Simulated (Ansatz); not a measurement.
The reference is MoS₂ in the 3R-MoS2 type structure (space group R3m, No. 160; layered, stacked along the Cartesian z axis).

```yaml
crystal:
  lattice:
    - [1.55780, 0.89940, 5.78545]
    - [-1.55780, 0.89940, 5.78545]
    - [0.00000, -1.79879, 5.78545]
  atoms:
    - { symbol: Mo, position: [0.00004, 0.00004, 0.00004] }
    - { symbol: S, position: [0.75647, 0.75647, 0.75647] }
    - { symbol: S, position: [0.57679, 0.57679, 0.57679] }
```

Cartesian axes are those of the cell as printed.

It is then changed as follows: the cell is compressed by 5.57 % along y with no lateral relaxation, atoms relaxed at fixed cell.

Levels (all Ansatz, a first-principles code, PAW): PBEsol-D3(BJ) (420 eV, without spin-orbit coupling); r2SCAN (500 eV, without spin-orbit coupling); HSE06 (420 eV, no spin-orbit coupling).

At the geometry relaxed with PBEsol-D3(BJ), these levels gave the following band gaps, in shuffled order: (a) 0.50 eV, (b) 0.66 eV, (c) 1.05 eV.

**Question.** Match each gap to its level.

**Answer.** (a) PBEsol-D3(BJ); (b) r2SCAN; (c) HSE06.

Single points use the geometry relaxed with PBEsol-D3(BJ). HSE06 gaps are upper bounds (no full band path). The cells carry an imposed strain or load. Stability against distortions was not tested.
